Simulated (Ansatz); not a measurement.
# WS2, thickness series

The parent structure is WS2 in the 2H-MoS2 type structure (space group P6_3/mmc, No. 194; a = 3.115 Å, c = 11.773 Å; layered, stacked along the Cartesian z axis).

Free-standing slabs (3 atom(s) a layer) normal to the stacking axis with 15 Å of vacuum; in-plane cell relaxed.

Computed with PBEsol-D3(BJ) (Ansatz, an electronic-structure program; PAW; 420 eV plane waves; no spin-orbit coupling).

Candidates:
(a) 1 layer
(b) 3 layers
(c) 2 layers

For the base:

The band gap is 0.65 eV.

Order them by band gap, highest first.

(a) 1 layer (1.99 eV), (c) 2 layers (1.19 eV), (b) 3 layers (0.93 eV)

Spin-orbit coupling, missing from the scalar runs, can matter with W. Gaps are Kohn–Sham eigenvalue differences; semilocal functionals usually give less than the measured gap. Whether these cells are dynamically stable was not tested.
